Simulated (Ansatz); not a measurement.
## TiAl: isotropic strain −1.50 %

Take TiAl (space group P4/mmm, No. 123; a = 2.796 Å, c = 4.038 Å; relaxed with 0.1 eV smearing) as the base.

Perturbation: an isotropic linear strain of −1.50 %, atoms relaxed at fixed cell.

The values are results of PBEsol/PAW in Ansatz (a quantum-chemistry and plane-wave program), no spin-orbit coupling, not measurements. k-mesh 21×21×14 (Γ-centred); smearing 0.1 eV (Fermi–Dirac).

```json
[
 {"quantity": "volume per atom", "base": "15.79 Å³", "changed": "15.09 Å³", "shift": "-0.70 Å³"},
 {"quantity": "space group", "base": "P4/mmm (No. 123)", "changed": "P4/mmm (No. 123)", "shift": "–"},
 {"quantity": "shortest interatomic distance", "base": "2.796 Å", "changed": "2.754 Å", "shift": "-0.042 Å"},
 {"quantity": "energy relative to the base (free energy F)", "base": "0 meV/atom", "changed": "+13 meV/atom", "shift": "+13 meV/atom"},
 {"quantity": "band gap", "base": "zero", "changed": "zero", "shift": "–"}
]
```

Stability against distortions was not tested. The final runs are not spin-polarised.
